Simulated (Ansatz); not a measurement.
The starting structures come from a database of crystals and need not be the phases stable at ambient conditions.

The decay constant κ of evanescent states in the gap governs leakage through a thin film.

Consider the following.

```
MgSe
1.0
    4.19870     0.00000     0.00000
   -2.09935     3.63618     0.00000
    2.09935    -1.21206     3.53107
Mg Se
1 1
Direct
  0.00000   0.00000   0.00000
  0.25000   0.75000   0.25000
```

Space group of this cell: R3m. The cell is strained (lengths along the current scaled by 1.03, ions clamped); by r2SCAN its mean pressure is -1.1 GPa.

Transport runs along the normal of the first two printed cell vectors, the (111) (indices of the unstrained crystal) plane of the conventional cell.

No gap correction and no spin-orbit coupling; mid-gap values are interpolated between computed energies.

Task: Estimate the band gap and the smallest decay constant κ at mid-gap that r2SCAN in Ansatz (a program for electronic structure) returns for this system.

Result: Gap 3.18 eV on a 10×10×10 mesh; κ = 0.204 1/Å, at the zone centre.
